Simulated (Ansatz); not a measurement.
The structure below was relaxed with r2SCAN+rVV10, PAW, 500 eV (Ansatz, a first-principles code; no spin-orbit coupling), earlier PAW set, at pressure 5 GPa.

Space group P6₃/mmc (No. 194); a = b = 2.446 Å, c = 6.178 Å, α = β = 90.00°, γ = 120.00°

```json
[
 {"atom": "C", "site": "2b", "symmetry": "-6m2", "x": "0.0000", "y": "0.0000", "z": "0.2500"},
 {"atom": "C", "site": "2c", "symmetry": "-6m2", "x": "0.3333", "y": "0.6667", "z": "0.2500"}
]
```

Question: Write out a cell with all atoms.

Answer: 
```xyz
4
Lattice="2.4457 0.0000 0.0000 -1.2229 2.1181 0.0000 0.0000 0.0000 6.1775" Properties=species:S:1:pos:R:3 pbc="T T T"
C      0.0000     0.0000     1.5444
C      0.0000     0.0000     4.6331
C      0.0000     1.4120     1.5444
C      1.2229     0.7060     4.6331
```
This is the conventional cell.

A case with no gap was solved on a k-mesh chosen for an insulator, which is coarse for it. Load acts through the strain it causes; cell and atoms are relaxed under it. Stability against distortions was not tested. No other phases were tried under pressure. The cell was made from C in the graphite type structure (space group P6_3/mmc, No. 194; layered, stacked along the Cartesian z axis) by this change: pressure 5 GPa.
